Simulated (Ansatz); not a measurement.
**Al₄Si₃ (model structure, started from the Al4C3 type, R-3m, No. 166, 7 atoms in the cell)**

Calculation: LDA (plane waves, PAW; Ansatz, a quantum-chemistry and plane-wave program).

Numerical settings: plane-wave cutoff 520 eV, 16×16×16 k mesh, Fermi–Dirac smearing 0.05 eV, scalar-relativistic PAW data made under PBE.

Cell (relaxed at this level):

```cif
data_Al4Si3
_chemical_formula_sum 'Al4 Si3'
_space_group_name_H-M_alt 'P 1'
_space_group_IT_number 1
_cell_length_a 10.55879
_cell_length_b 10.55879
_cell_length_c 10.55879
_cell_angle_alpha 21.948
_cell_angle_beta 21.948
_cell_angle_gamma 21.948
loop_
_space_group_symop_operation_xyz
  'x, y, z'
loop_
_atom_site_label
_atom_site_type_symbol
_atom_site_fract_x
_atom_site_fract_y
_atom_site_fract_z
_atom_site_occupancy
Al1 Al 0.86362 0.86362 0.86362 1
Al2 Al 0.13638 0.13638 0.13638 1
Al3 Al 0.70107 0.70107 0.70107 1
Al4 Al 0.29893 0.29893 0.29893 1
Si1 Si 0.77972 0.77972 0.77972 1
Si2 Si 0.22028 0.22028 0.22028 1
Si3 Si 0.00000 0.00000 0.00000 1
```

```yaml
band_gap: none
bulk modulus B0: 70.6 GPa
```

Note: the bulk modulus is −V dP/dV from two relaxed cells at ±2 % in volume; the relaxation could raise the start's symmetry but not lower it, so the cell can be a saddle point.

Computed values are for the static lattice.

It cost about 10 core-minutes (a rough figure) of CPU time.

A model structure was made by putting elements into a prototype or built by hand; it is no filed structure, need not be a known phase, and can be a saddle point held by its symmetry.
